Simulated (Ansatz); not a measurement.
**Short convergence ladders for Ti (P-3m1, 2 atoms in the cell)**

```
CELL_PARAMETERS angstrom
      1.46762    -2.54200     0.00000
      1.46762     2.54200     0.00000
      0.00000     0.00000     4.65660
ATOMIC_POSITIONS crystal
  Ti 0.33333 0.66667 0.26074
  Ti 0.66667 0.33333 0.75000
```

Base method: LDA (PW92), default PAW files made with PBE (plane waves; Ansatz, a first-principles code).

Base settings: basis.ecutwfc = 30.9 Ry; kpoints.mp_grid.grid = 13 13 7; hamiltonian.xc = lda; hamiltonian.pseudopotentials = {kind: paw} (the program's default PAW files); scf.occupations.method = fermi_dirac; scf.occupations.width = 0.0073 Ry.

The count of work is k-points × plane waves × bands × iterations; it is no time. 

**The cutoff for other potential files**

Level: DFT, LDA (PW92), plane waves, harder PAW files (source: ansatz) made with PBE.

In this ladder: hamiltonian.pseudopotentials = {kind: paw, source: ansatz}.

The second cell is the first with its lattice scaled by 0.98.

The mesh stays at the base's, so the ladder's end is converged at best in this setting alone.

The first pressure column holds Ansatz's estimate of the finite-basis (Pulay) stress, which hides part of the cutoff error; the other is without it.

Only quantities that move along the ladder and can be compared are tabulated.

```tsv
basis.ecutwfc	free energy less the last step's (meV/atom)	energy of the compressed cell less the first (meV/atom)	pressure (GPa)	pressure without the Pulay estimate (GPa)	largest difference of a force vector from the last step's (eV/Å)	count of work / last
24.6 Ry	2776.42	8.53	-0.84	-126.09	0.004	0.11
29.8 Ry	602.43	-51.99	-11.16	-41.81	0.015	0.14
38.2 Ry	38.10	-30.40	-7.97	-11.26	0.007	0.22
46.3 Ry	2.44	-32.13	-8.15	-8.35	0.000	0.27
54.4 Ry	0.81	-32.06	-8.14	-8.15	0.000	0.36
65.4 Ry	0.66	-32.06	-8.14	-8.15	0.000	0.47
81.6 Ry	0.34	-32.06	-8.14	-8.15	0.000	0.64
108.8 Ry	0.00	-32.06	-8.14	-8.15	0.000	1.0
```

Coarsest basis.ecutwfc that holds the pressure without the Pulay estimate within 0.5 GPa of the last step, with all finer ones: 46.3 Ry, at 0.27 of the last step's count of work; the step before is off by 3.1 GPa.

Coarsest basis.ecutwfc that holds the forces within 0.005 eV/Å of the last step, with all finer ones: 46.3 Ry, at 0.27 of the last step's count of work; the step before is off by 0.007 eV/Å.

Coarsest basis.ecutwfc that holds the pressure within 0.5 GPa of the last step, with all finer ones: 38.2 Ry, at 0.22 of the last step's count of work; the step before is off by 3.0 GPa.

The energy difference between the two cells stays within 1 meV/atom of the last step's from 46.3 Ry on, the total only from 54.4 Ry on: much of the error is common to both cells and cancels.

At the lowest cutoff the pressure without the Pulay estimate lies 118 GPa under the last step's, the usual sign of Pulay stress in an incomplete plane-wave basis.

**The relaxed cell against the cutoff**

On Ti (P6_3/mmc, 2 atoms in the cell): atoms on their sites.

In this ladder: relax = cell and atoms.

The mesh stays at the base's, so the ladder's end is converged at best in this setting alone.

Only quantities that move along the ladder and can be compared are tabulated.

| basis.ecutwfc | relaxed volume (Å³/atom) | relaxation steps |
|---|---|---|
| 15.4 Ry | 16.991 | 28 |
| 18.4 Ry | 15.712 | 33 |
| 21.7 Ry | 16.079 | 17 |
| 26.1 Ry | 16.122 | 10 |
| 30.9 Ry | 16.120 | 8 |
| 37.1 Ry | 16.119 | 6 |
| 46.3 Ry | 16.119 | 6 |
| 61.7 Ry | 16.119 | 6 |

Coarsest basis.ecutwfc that holds the relaxed volume within 0.032 Å³/atom of the last step, with all finer ones: 26.1 Ry; the step before is off by 0.039 Å³/atom.

At the lowest cutoff the cell relaxes to a volume 5.4 % larger than at the highest. Ansatz relaxes on a stress corrected for the finite basis.

On the base run: the starting cell has typed, rounded lattice constants, without a prior relaxation at this level. Its lattice was rescaled by up to half a per cent. One atom was moved a little off its site on purpose. Spin polarisation is off.

Keys are those of Ansatz 0.2.
